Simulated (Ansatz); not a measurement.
## How the lattice parameter a of CaAlO2F (model structure, started from the SrVO2H type, P4/mmm, No. 123, 5 atoms in the cell) moves with the method

No measured value is used here.

```csv
level (code),value (Å)
LDA (Ansatz),?
PBEsol (Ansatz),3.727
r²SCAN (Ansatz),3.726
```

**Question.** Some entries are withheld; supply them.

**Answer.** 
- LDA (Ansatz, a first-principles code), value (Å): 3.685

Cutoffs differ between the levels. Ansatz's density-functional and Hartree–Fock values are scalar-relativistic unless marked +SOC, with PAW data made under PBE.

A model structure was made by putting elements into a prototype or built by hand; it is no filed structure, need not be a known phase, and can be a saddle point held by its symmetry.
